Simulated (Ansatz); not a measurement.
The parent structure is BiB in the zinc blende structure (space group F-43m, No. 216; a hypothetical phase, not in the database extracts checked).

Space group F-43m (No. 216); a = b = c = 5.4556 Å, α = β = γ = 90.00°

```
atom  site  symmetry       x       y       z
----  ----  --------  ------  ------  ------
Bi      4c      -43m  0.2500  0.2500  0.2500
B       4a      -43m  0.0000  0.0000  0.0000
```
(The calculation used a cell of 2 atoms; values per cell refer to that cell.)

Levels (all Ansatz, a first-principles code, PAW): PBEsol (420 eV, spin-orbit coupling left out); r2SCAN (500 eV, scalar-relativistic without spin-orbit coupling); HSE06 (420 eV, no SOC).

At the geometry relaxed with PBEsol, these levels gave the following band gaps, in shuffled order: (a) 0.54 eV, (b) 0.45 eV, (c) 1.01 eV.

**Question.** Match each gap to its level.

**Answer.** (a) r2SCAN; (b) PBEsol; (c) HSE06.

Single points use the geometry relaxed with PBEsol. With Bi present, leaving out spin-orbit coupling can change the band edges. Whether these cells are dynamically stable was not tested.
